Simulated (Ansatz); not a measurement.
Adsorption energy and surface dipole of O on the 1x1 (111) surface of ceria (cut with top plane O), one in a 2x2 cell, started at the site 'over O at depth 1.6 Å', worked from the runs' numbers; total energies count from the potentials' own zero.

Host crystal: ceria, with a band gap (PBE, scalar-relativistic without spin-orbit coupling).

Level of theory: HSE06, at the PBE geometry (plane waves to 420 eV, PAW; Ansatz, a program for electronic structure).

Set-up: 37 atoms, 7.8 Å thick at the start under the adsorbate (thin: gaps and levels are the slab's own); mesh 3x3x1; 0.01 eV smearing; dipole correction on; single point; on the structure that PBE left under its start's symmetry; spin-polarised, ending with about 2.0 μB a cell; orders that need a larger cell were not tried, no spin-orbit, no U, no dispersion correction. The program's check for a lower electronic state was not made. It is one chosen start, not shown to be the lowest state of the adsorbate.

| quantity | value |
|---|---|
| slab with the adsorbate | -93179.929 eV |
| clean slab, same cell and mesh | -92618.019 eV |
| reference, ½ O2(g) | -564.662 eV |
| area of the cell | 51.72 Å² |
| change of the step from the bottom to the top vacuum level | 0.332 eV |

Problem. What is the adsorption energy against this reference?

Solution. E(slab + adsorbate) − E(slab) − E(reference) = 2.75 eV, so in this state the adsorbate is less stable than in the reference, at a coverage of 1.93 a nm².

Problem. What dipole does adsorption add to the slab along the outward normal (Helmholtz relation, ε₀ = 0.005526 e/(V·Å))?

Solution. p = −ε₀·A·ΔV = -0.095 e·Å = -0.46 D; its negative end points to the vacuum, which raises the vacuum level.
